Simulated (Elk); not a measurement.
```
CELL_PARAMETERS angstrom
      2.67048     0.00000     0.00000
     -1.33524     2.31270     0.00000
      0.00000     0.00000     8.58687
ATOMIC_POSITIONS crystal
  Mn 0.66667 0.33333 0.00000
  Zn 0.66667 0.33333 0.50000
  Zn 0.33333 0.66667 0.24142
  Zn 0.33333 0.66667 0.75858
```
Moments meant for the start (each program seeds them in its own way; μB, in the order of the atoms Mn Zn Zn Zn): 4.0 0.0 0.0 0.0.

Level of theory: PBEsol, all-electron FP-LAPW, Elk's shipped species files, default APW+lo basis run with Elk 10.2.4.

The set-up and first iterations of an Elk log for MnZn₃ (P-6m2, 4 atoms in the cell):

```
│ Elk code version 10.2.4 │

All units are atomic (Hartree, Bohr, etc.)

│ Ground-state run starting from atomic densities │

Lattice vectors :
   5.046476346     -0.1215093898E-06   0.000000000
  -2.523238068       4.370376776       0.000000000
   0.000000000       0.000000000       16.22682879

Unit cell volume      :    357.8827530
Brillouin zone volume :   0.6931046868

Muffin-tin inner radius fraction :   0.1000000000E-01

Nuclei treated as point charges

Species :    1 (Mn)
 parameters loaded from : Mn.in
 name : manganese
 nuclear charge    :   -25.00000000
 electronic charge :    25.00000000
 atomic mass :    100145.9369
 muffin-tin radius :    2.328000000
 number of radial points in muffin-tin :    497
 atomic positions (lattice), magnetic fields (Cartesian) :
   1 :   0.00000000  0.00000000  0.00000000    0.00000000  0.00000000 -1.00000000

Species :    2 (Zn)
 parameters loaded from : Zn.in
 name : zinc
   [... lines left out ...]

Muffin-tin radius times maximum |G+k| :    7.000000000
 using average radius
Maximum |G+k| for APW functions       :    3.006872852
Maximum (1/2)|G+k|²                   :    4.520642175
Maximum |G| for potential and density :    12.00000000
 potential will be trimmed for |G| > 2 gkmax
Constant for pseudocharge density :    7
Radial integration step length :    4

G-vector grid sizes :     20    20    63
Number of G-vectors :    10477

Maximum angular momentum used for
 APW functions                      :    8
 outer part of muffin-tin           :    6
 inner part of muffin-tin           :    1

Total nuclear charge    :   -115.0000000
Total core charge       :    46.00000000
Total valence charge    :    69.00000000
Total excess charge     :    0.000000000
Total electronic charge :    115.0000000

Effective Wigner radius, rₛ :   0.9057008457

Number of empty states         :   48
Total number of valence states :  166
Total number of core states    :   46

Total number of local-orbitals :   69

Exchange-correlation functional :     22     0     0
 PBEsol, Phys. Rev. Lett. 100, 136406 (2008)
 gradient requirement :    1
 generalised gradient approximation (GGA)

Smearing type :    0
 Gaussian
Smearing width :   0.3674930000E-02
Effective electronic temperature (K) :    1160.451112

Mixing type :    3
 Broyden mixing, J. Phys. A: Math. Gen. 17, L317 (1984)

Kohn-Sham potential initialised from atomic data
│ Self-consistent loop started │
│ Loop number : 1 │
 total energy                :     -6537.21797008
 total moment                :    1.893061004
│ Loop number : 2 │
 total energy                :     -6536.71775893
 total moment                :    1.959278665
RMS change in Kohn-Sham potential (target) :    1.526565049     (  0.1000000000E-05)
Absolute change in total energy (target)   :   0.5002111504     (  0.1000000000E-03)
│ Loop number : 3 │
 total energy                :     -6538.13066333
 total moment                :    1.895325283
RMS change in Kohn-Sham potential (target) :    1.592233785     (  0.1000000000E-05)
Absolute change in total energy (target)   :    1.287851616     (  0.1000000000E-03)
│ Loop number : 4 │
 total energy                :     -6536.91207228
 total moment                :    1.905690617
RMS change in Kohn-Sham potential (target) :    1.537358055     (  0.1000000000E-05)
Absolute change in total energy (target)   :   0.8966281506     (  0.1000000000E-03)
│ Loop number : 5 │
 total energy                :     -6540.58772548
 total moment                :    1.893748138
RMS change in Kohn-Sham potential (target) :    1.321991074     (  0.1000000000E-05)
Absolute change in total energy (target)   :    3.451496162     (  0.1000000000E-03)
│ Loop number : 6 │
 total energy                :     -6538.64031450
 total moment                :    1.568962688
RMS change in Kohn-Sham potential (target) :   0.6449573127     (  0.1000000000E-05)
   [... lines left out ...]
```

### Question
How does the run end?

### Answer
The run converged in 31 iterations. Convergence of the loop says nothing yet on basis, mesh or lower states. It ends on: total energy -178011.5736 eV; Fermi level (on the code's own zero) 7.47 eV; size of the cell's spin moment 2.00 μB; site moments (μB, in the program's spheres or projections) Mn 2.09, Zn -0.02, Zn -0.03, Zn -0.03. The log goes on:

```
│ Loop number : 21 │
 total energy                :     -6541.81091491
 total moment                :    1.971753353
   [... lines left out ...]
Absolute change in total energy (target)   :   0.2124146040E-03 (  0.1000000000E-03)
│ Loop number : 29 │
 total energy                :     -6541.80467321
 total moment                :    1.997202148
RMS change in Kohn-Sham potential (target) :   0.2114255140E-05 (  0.1000000000E-05)
Absolute change in total energy (target)   :   0.3848187225E-04 (  0.1000000000E-03)
│ Loop number : 30 │
 total energy                :     -6541.80466773
 total moment                :    1.997209300
RMS change in Kohn-Sham potential (target) :   0.6815839760E-06 (  0.1000000000E-05)
Absolute change in total energy (target)   :   0.4143329534E-05 (  0.1000000000E-03)
Convergence targets achieved

│ Loop number : 31 │

Energies :
 Fermi                       :     0.274464463045
 xc effective B-field        :    -0.876009535200E-01
 external B-field            :      0.00000000000
 total energy                :     -6541.80466933
 (external B-field energy excluded from total)

Density of states at Fermi energy :    54.82266790
 (states/Hartree/unit cell)

Estimated indirect band gap :   0.1152996801E-03
 from k-point      3 to k-point     18
Estimated direct band gap   :   0.5189224683E-02
 at k-point     25

Charges :
 core                        :    46.00000000
 valence                     :    69.00000000
 interstitial                :    4.568039298
 muffin-tins (core leakage)
  species :    1 (Mn)
   atom    1                 :    23.74535809     (  0.2664535259E-11)
  species :    2 (Zn)
   atom    1                 :    28.85590705     (  0.1267253390E-03)
   [... lines left out ...]
 error                       :   0.2602397211E-01

Moments :
 interstitial                :  -0.1424237404E-01
 muffin-tins
  species :    1 (Mn)
   atom    1                 :    2.094485408
  species :    2 (Zn)
   atom    1                 :  -0.1843292862E-01
   atom    2                 :  -0.3230788717E-01
   atom    3                 :  -0.3230788717E-01
 total in muffin-tins        :    2.011436706
 total moment                :    1.997194331

│ Self-consistent loop stopped │
```

For comparison: a first run was changed to give this one (lattice scaled by 0.98), and from it to this one the total energy goes down by 27.4 meV/atom and the size of the net moment goes from 0.61 to 0.50 μB/atom.

The starting cell comes from a database of computed structures (which also holds hypothetical and non-ambient phases and stackings), without a prior relaxation at this level. For this run, on top of that: lattice scaled by 0.98. With one magnetic atom in the cell only a parallel order is possible. Values depend on the basis (sphere radii, cutoffs, local orbitals), which need not be converged. The log's line on a gap gives a spacing of levels on this mesh, which the program prints for metals too.

The run was DFT, PBEsol, all-electron FP-LAPW, Elk's shipped species files, default APW+lo basis. Main settings of its input:

* **xctype**: 22
* **spinpol**: true
* **rgkmax**: 7
* **stype**: 0
* **swidth**: 0.00367493 Ha
* **ngridk**: 11 11 3
* **reducebf**: 0.7
* **rmtscf**: 0.97
* **nempty**: 12 per atom
* **bfcmt**: [[0.0, 0.0, -1.0], [0.0, 0.0, 0.0], [0.0, 0.0, 0.0], [0.0, 0.0, 0.0]]
